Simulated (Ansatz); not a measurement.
## Ag2O under a change: biaxial strain −1.50 %, plane normal [111], relaxed out of plane

The parent structure is Ag2O (space group Pn-3m, No. 224; a = 4.707 Å). Axes: x, y, z lie along the cube axes.

Modification: compressive biaxial strain of 1.50 % in the plane normal to [111], as in epitaxy on a mismatched substrate; the out-of-plane cell vector and the atoms relax.

Computed with Ansatz (a program for electronic structure) PBEsol, no spin-orbit coupling. Γ-centred 7×7×7 mesh, Fermi–Dirac width 0.05 eV.

- Volume per atom: 17.38 Å³ (base 17.38 Å³)
- Space group: R-3m (No. 166) (base Pn-3m (No. 224))
- Energy relative to the base (free energy F): -0.4 meV/atom
- Band gap: 0.10 eV (uncertain: the edges found look like a band crossing or inverted bands; the changed cell) (base zero)
- Out-of-plane strain: +3.09 % (rough)
- Mean in-plane stress (compression positive): -0.2 GPa (rough)

Final structure (turned so that z lies along the plane normal):

```xyz
6
Lattice="6.5565 0.0000 0.0000 3.2782 5.6781 0.0000 3.2782 -1.8927 2.8014" Properties=species:S:1:pos:R:3 pbc="T T T"
Ag     9.8347     0.0000     2.1011
Ag     8.1956     2.8390     2.1011
Ag    11.4738     2.8390     2.1011
Ag     6.5565     0.0000     2.1011
O      0.0000     0.0000     0.0578
O      3.2782     1.8927     1.3429
```

Cost of the whole job for the changed cell (relaxation, final SCF and bands): roughly 70 core-seconds.

Without a gap, meshes like the base's 7×7×7 leave anisotropic stresses uncertain by several tenths of a GPa, and small strain energies with them. No phonon test of stability was made. No Hubbard U is applied, and correlation can decide whether such a compound is a metal. All final runs are without spin polarisation. A zero or small gap of Ag2O can be the functional's error rather than a property of the material.
